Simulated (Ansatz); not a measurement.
Data:

Host crystal: wurtzite GaN, with a band gap (PBE, scalar-relativistic without spin-orbit coupling).

End structure of NH2 on the 1x1 (10-10) surface of wurtzite GaN (cut with top plane Ga + N), one in a 2x1 cell, started at the site 'hollow Ga-Ga-N-N':

```
CELL_PARAMETERS angstrom
      6.43695     0.00000     0.00000
      0.00000     5.24310     0.00000
      0.00000     0.00000    28.50000
ATOMIC_POSITIONS crystal
  Ga 0.25000 0.02811 0.34683
  Ga 0.75000 0.02811 0.34683
  N  0.25000 0.37330 0.33765
  N  0.75000 0.37330 0.33765
  Ga 0.00000 0.49269 0.36591
  Ga 0.50000 0.49269 0.36591
  N  0.00000 0.86834 0.36879
  N  0.50000 0.86834 0.36879
  Ga 0.00000 0.00004 0.43656
  Ga 0.50000 0.00004 0.43656
  N  0.00000 0.37432 0.43473
  N  0.50000 0.37432 0.43473
  Ga 0.25000 0.49484 0.46645
  Ga 0.75000 0.49484 0.46645
  N  0.25000 0.87236 0.46737
  N  0.75000 0.87236 0.46737
  Ga 0.24969 0.99625 0.53319
  Ga 0.75033 0.99749 0.53314
  N  0.24997 0.37263 0.53234
  N  0.75000 0.37403 0.53264
  Ga 0.00228 0.49776 0.56451
  Ga 0.49774 0.49696 0.56443
  N  0.00049 0.87385 0.56496
  N  0.49957 0.87288 0.56467
  Ga 0.99177 0.99879 0.63261
  Ga 0.50768 0.99565 0.63190
  N  0.00183 0.37083 0.63051
  N  0.49899 0.36870 0.63077
  Ga 0.25128 0.49367 0.66497
  Ga 0.75069 0.52387 0.65250
  N  0.24955 0.85645 0.65388
  N  0.74928 0.87069 0.66252
  N  0.24054 0.38273 0.72786
  H  0.37355 0.30032 0.74011
  H  0.19832 0.52017 0.75135
```

Set-up: 35 atoms, 9.3 Å thick at the start under the adsorbate (thin: gaps and levels are the slab's own); mesh 3x4x1; 0.01 eV smearing; dipole correction on; single point; no symmetry held, on the structure that PBE left; spin-polarised, ending with about 1.0 μB a cell; orders that need a larger cell were not tried, no spin-orbit, no U, no dispersion correction. The program's check for a lower electronic state was not made. At the end it is bonded to Ga. In PBE it is, or lies within 0.03 eV of, the lowest of the starts that converged; the order may differ at this level.

A negative adsorption energy means that the adsorbate is more stable on the surface than in its reference.

### Question
What is the computed adsorption energy against NH3(g) − ½ H2(g) at the same level (r2SCAN, at the PBE geometry and the start's symmetry (Ansatz, a program for electronic structure))?

### Answer
0.45 eV

### Question
Estimate the change of the step from the bottom to the top vacuum level, against the clean slab that r2SCAN, at the PBE geometry and the start's symmetry returns for this input.

### Answer
-0.23 eV
